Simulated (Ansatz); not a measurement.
Take SnS$_{2}$ in the CdI2 type structure (space group P-3m1, No. 164; a = 3.626 Å, c = 5.574 Å; layered, stacked along the Cartesian z axis) as the base. Axes: x lies along a and z along c of the hexagonal cell.

Structures relaxed with PBEsol-D3(BJ) in Ansatz (plane waves to 420 eV, PAW, no spin-orbit coupling).

Base:

Simulated powder pattern, Cu Kα1, λ = 1.54056 Å (kinematic, ideal powder, no thermal factors, no anomalous dispersion; the 14 strongest lines at most, above 2 %, up to 2θ = 90°):

| 2θ (°) | I/Imax (%) | hkl |
|---|---|---|
| 15.89 | 68 | (001) |
| 28.40 | 29 | (100) |
| 32.71 | 100 | (011) |
| 43.38 | 57 | (102) |
| 50.28 | 26 | (110) |
| 53.07 | 18 | (111) |
| 57.60 | 16 | (103) |
| 61.29 | 15 | (201) |
| 68.54 | 14 | (022) |
| 72.83 | 9.5 | (113) |
| 79.93 | 6.0 | (023) |
| 83.14 | 13 | (121) |
| 88.41 | 10 | (114) |
| 89.72 | 14 | (212) |

After one change:

Simulated powder pattern, Cu Kα1, λ = 1.54056 Å (kinematic, ideal powder, no thermal factors, no anomalous dispersion; the 14 strongest lines at most, above 2 %, up to 2θ = 90°):

```
2θ (°)  I/Imax (%)
------  ----------
15.89          100
27.83           15
28.42           14
29.00           14
32.21           51
32.73           49
33.24           47
42.98           29
43.39           28
43.80           27
49.23           14
50.33           13
51.41           12
52.06          9.2
```

Q: What was done to the base?
A) tensor shear ε_xy = +2.34 %
B) biaxial strain −2.67 %, plane normal [001], relaxed out of plane
C) isotropic strain −0.67 %
D) biaxial strain −4.91 %, plane normal [001], relaxed out of plane

A: A, tensor shear ε_xy = +2.34 %. Its volume per atom is 21.14 Å³ against 21.15 Å³, and its space group is P-1 (No. 2).

No phonon test of stability was made.

Ansatz is a first-principles code.
